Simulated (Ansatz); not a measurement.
Start from InP in the CsCl type structure (space group Pm-3m, No. 221; a = 3.4494 Å; a hypothetical phase, not in the database extracts checked; relaxed with 0.1 eV smearing). Axes: x, y, z lie along the cube axes.

(Cell as relaxed with PBE.)

Levels (all Ansatz, a program for electronic structure, PAW): PBE (420 eV, scalar-relativistic without spin-orbit coupling); PBEsol (420 eV, no spin-orbit coupling).

Each level relaxes its own structure.

| base | PBE | PBEsol |
|---|---|---|
| volume per atom | 20.52 Å³ | 19.44 Å³ |
| lattice parameter a | 344.9 pm | 338.8 pm |
| band gap | zero | zero |

The change: a pure shear with ε_yz = ε_zy = 0.0111, atoms relaxed at fixed cell.

```json
[
 {"quantity": "shortest interatomic distance", "PBE": "296.5 pm", "PBEsol": "291.2 pm"},
 {"quantity": "stress (xx, yy, zz, yz, xz, xy; compression positive)", "PBE": "(0.0, 0.0, 0.0, -0.2, 0.0, 0.0) GPa", "PBEsol": "(0.0, 0.0, 0.0, -0.3, 0.0, 0.0) GPa"},
 {"quantity": "band gap", "PBE": "zero", "PBEsol": "zero"}
]
```

PBE's shortest interatomic distance lies 5.3 pm above PBEsol's (1.8 %); the two agree on the band gap. Neither level is exact; PBEsol is the comparison here, not a measurement.

The cells carry an imposed strain or load. Whether these cells are dynamically stable was not tested. The final runs are not spin-polarised.
